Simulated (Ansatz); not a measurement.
Given:

End structure of the (30-31) surface of hcp Ti in its 1x1 cell, outermost plane spacing 0.42 Å in the ideal cut:

```yaml
crystal:
  lattice:
    - [2.93864, 0.00000, 0.00000]
    - [-1.46932, 14.18475, 0.00000]
    - [0.00000, 0.00000, 26.50000]
  atoms:
    - { symbol: Ti, position: [0.37160, 0.74322, 0.31046] }
    - { symbol: Ti, position: [0.78979, 0.57964, 0.32175] }
    - { symbol: Ti, position: [0.53311, 0.06624, 0.33805] }
    - { symbol: Ti, position: [0.94835, 0.89679, 0.35591] }
    - { symbol: Ti, position: [0.69656, 0.39310, 0.36571] }
    - { symbol: Ti, position: [0.10791, 0.21582, 0.38415] }
    - { symbol: Ti, position: [0.85816, 0.71632, 0.40028] }
    - { symbol: Ti, position: [0.27257, 0.54516, 0.40983] }
    - { symbol: Ti, position: [0.01854, 0.03706, 0.42964] }
    - { symbol: Ti, position: [0.43264, 0.86530, 0.44903] }
    - { symbol: Ti, position: [0.18057, 0.36112, 0.45559] }
    - { symbol: Ti, position: [0.59399, 0.18796, 0.47628] }
    - { symbol: Ti, position: [0.34161, 0.68322, 0.49415] }
    - { symbol: Ti, position: [0.75532, 0.51063, 0.50586] }
    - { symbol: Ti, position: [0.50293, 0.00588, 0.52372] }
    - { symbol: Ti, position: [0.91635, 0.83273, 0.54441] }
    - { symbol: Ti, position: [0.66428, 0.32855, 0.55097] }
    - { symbol: Ti, position: [0.07838, 0.15679, 0.57036] }
    - { symbol: Ti, position: [0.82435, 0.64868, 0.59017] }
    - { symbol: Ti, position: [0.23876, 0.47753, 0.59972] }
    - { symbol: Ti, position: [0.98902, 0.97803, 0.61585] }
    - { symbol: Ti, position: [0.40036, 0.80075, 0.63429] }
    - { symbol: Ti, position: [0.14857, 0.29706, 0.64409] }
    - { symbol: Ti, position: [0.56381, 0.12761, 0.66195] }
    - { symbol: Ti, position: [0.30714, 0.61421, 0.67825] }
    - { symbol: Ti, position: [0.72532, 0.45063, 0.68954] }
```

Slab: 26 atoms, 10.4 Å thick at the start (thin: gaps and levels are the slab's own); k 13x3x1, smearing 0.1 eV, dipole-corrected; all atoms relaxed; held to the part of the start's symmetry that mesh and held atoms allow; no spin, no spin-orbit, no U.

Q: Predict the work function of the top face from Ansatz (a first-principles code) with PBE.

A: 3.88 eV

Q: Estimate the surface energy (mean of both faces) that PBE returns for this input.

A: 2.03 J/m²
